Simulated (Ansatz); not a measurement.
Results of LDA in Ansatz (plane waves, PAW) for Mo (model structure, started from the diamond type, Fd-3m, No. 227, 2 atoms in the cell).

Run with plane-wave cutoff 520 eV, 18×18×18 k mesh, Fermi–Dirac smearing 0.05 eV, no spin polarisation, scalar-relativistic PAW data made under PBE.

Cell (relaxed at this level):

Mo is modelled in the cubic space group Fd-3m, origin choice 1 (No. 227), the diamond structure, Pearson symbol cF8. Lattice parameters: a = 5.568 Å, b = 5.568 Å, c = 5.568 Å, α = 90.00°, β = 90.00°, γ = 90.00°. Mo on 8b has 4 Mo at 2.411 Å (tetrahedral). (Neighbours: up to the widest gap in distance over summed covalent radii, below 1.35, at either atom.)
(The calculation used a cell of 2 atoms; values per cell refer to that cell.)

### Question
Predict the bulk modulus.

### Answer

- bulk modulus = 126 GPa

Note: the run has no spin polarisation, so it can have missed a magnetic state; the bulk modulus is −V dP/dV from two relaxed cells at ±2 % in volume; the relaxation could raise the start's symmetry but not lower it, so the cell can be a saddle point.

Computed values are for the static lattice.

A model structure was made by putting elements into a prototype or built by hand; it is no filed structure, need not be a known phase, and can be a saddle point held by its symmetry.

Ansatz is an electronic-structure program.
